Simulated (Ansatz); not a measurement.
## FeHO2: isotropic strain −2.97 %

Start from FeHO₂ (space group Pnma, No. 62; a = 9.475 Å, b = 2.788 Å, c = 4.322 Å; ferromagnetic).

Now apply this change: an isotropic linear strain of −2.97 %, atoms relaxed at fixed cell.

The values are results of PBEsol (Ansatz, a program for electronic structure; PAW; 420 eV plane waves; no spin-orbit coupling), not measurements. Settings: 4×13×9 k-points, 0.05 eV Fermi–Dirac smearing.

The volume per atom falls by 0.617 Å³ (7.13 Å³ → 6.52 Å³) and the space group is still Pnma (No. 62). The shortest interatomic distance goes up by 6.43 pm (104.3 pm → 110.8 pm) and the energy goes up by 35 meV/atom. The pressure (mean of the normal stresses, compression positive) goes from zero to 19.9 GPa and the band gap is still zero. The magnetic state remains ferromagnetic and the largest internal atomic displacement comes out as 0.145 Å.

No phonon test of stability was made. No Hubbard U is applied and the magnetic state is the run's own (FeHO2 ferromagnetic); other magnetic orders, which need larger cells, were not tried and can change the gap.
